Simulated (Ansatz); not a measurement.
This Ansatz (an electronic-structure program) input is the reference run, MgS in the rock salt structure (space group Fm-3m, No. 225), computed with Ansatz LDA, without spin-orbit coupling:

Ansatz 0.2 input:
```yaml
crystal:
  lattice:
    - [0, 2.5646156811, 2.5646156811]
    - [2.5646156811, 0, 2.5646156811]
    - [2.5646156811, 2.5646156811, 0]
  atoms:
    - { symbol: Mg, position: [0, 0, 0] }
    - { symbol: S, position: [0.5, 0.5, 0.5] }
basis: { ecutwfc: 420, ecutrho_ratio: 4, xc_grid: 2, fft_grid_basis: typed }
kpoints: { mp_grid: { grid: [11, 11, 11] } }
hamiltonian:
  xc: lda
  dispersion: none
  pseudopotentials: { kind: paw }
scf: { occupations: { method: fermi_dirac, width: 0.05 }, convergence: { dr2_threshold: 0.0000000002 } }
output: { forces: true, stress: true }
checkpoint: { write: state.ck, write_every: 1000 }
```

**Question.** Write the input for this change: uniaxial strain ε_zz = −3.00 %, all other strain components held at zero, atoms relaxed at fixed cell.

**Answer.** 
Ansatz 0.2 input:
```yaml
crystal:
  lattice:
    - [0, 2.5646156811, 2.4876772107]
    - [2.5646156811, 0, 2.4876772107]
    - [2.5646156811, 2.5646156811, 0]
  atoms:
    - { symbol: Mg, position: [0, 0, 0] }
    - { symbol: S, position: [0.5, 0.5, 0.5] }
basis: { ecutwfc: 420, ecutrho_ratio: 4, xc_grid: 2, fft_grid_basis: typed }
kpoints: { mp_grid: { grid: [11, 11, 11] } }
hamiltonian:
  xc: lda
  dispersion: none
  pseudopotentials: { kind: paw }
scf: { occupations: { method: fermi_dirac, width: 0.05 }, convergence: { dr2_threshold: 0.0000000002 } }
relax: { f_tol: 0.005, max_steps: 50 }
output: { forces: true, stress: true }
checkpoint: { write: state.ck, write_every: 1000 }
```
This is the input that was run.

Stability against distortions was not tested.
